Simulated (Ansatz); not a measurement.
Cubic perovskite CsHgBr3 (idealised or unconfirmed structure), treated with r²SCAN in Ansatz (PAW).

Settings: plane-wave cutoff 560 eV, 10×10×10 k mesh, Fermi–Dirac smearing 0.05 eV, scalar-relativistic PAW data made under PBE.

Computed points:

```tsv
V (Å³/atom)	E − E_lowest (meV/atom)	P (GPa)
32.942	13.51	2.121
33.643	5.96	1.350
34.343	1.57	0.668
35.044	0.00	0.065
35.745	0.91	-0.468
36.446	4.00	-0.938
37.147	9.03	-1.352
```

**Question.** What bulk modulus B0 and pressure derivative B′ does a third-order Birch–Murnaghan fit give?

**Answer.** V0 = 35.125 Å³/atom, B0 = 28.0 GPa, B′ = 5.2 (fit to the energies at full precision).

Note: the relaxation could not lower the start's symmetry, so the cell can be a saddle point above a distorted one.

Spin–orbit coupling is not included; it can open a gap where bands touch, and shift volumes and moduli.

The computed numbers hold no vibrational or temperature effects.

Ansatz is a first-principles code.
